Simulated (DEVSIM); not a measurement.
System: Pt/SiON/n-Si capacitor, at 300 K.

Layer 1 from the left is SiON, thickness (nm) 3.30. Layer 2 from the left is Si, thickness (nm) 17000, Nd (cm⁻³) 1.2e15.

Metal gate on the left, work function 5.6 eV. Fixed charge at the semiconductor interface 0 cm⁻² (in units of +e); no interface traps.

The device is made up for the run: typed textbook-type constants, with dimensions and the other settings drawn at random. Values at 300 K.

SiON: gap (eV) 7, affinity (eV) 1.4, permittivity 5.5. Si: gap (eV) 1.124, affinity (eV) 4.05, permittivity 11.7, Nc (cm⁻³) 2.86e19, Nv (cm⁻³) 3.1e19.

**Question.** Estimate by hand the flat-band voltage, the threshold voltage, and compare with a numerical solution.

**Answer.** 
- Flat-band voltage: C = 1.48 μF/cm², work-function difference 1.289 V; VFB = φms − qNf/C = 1.29 V; numerical 1.29 V.
- Threshold voltage: φF = 0.300 V, depletion charge √(4εqNφF) = 1.55e-8 C/cm²; VT = VFB − 2φF − Qd/C = 0.68 V; numerical 0.68 V.

DEVSIM, 1D Poisson equation in equilibrium, Boltzmann statistics, complete ionisation; no quantum confinement or tunnelling. Metal contacts follow the ideal Schottky-Mott rule: no Fermi-level pinning, no interface dipoles.
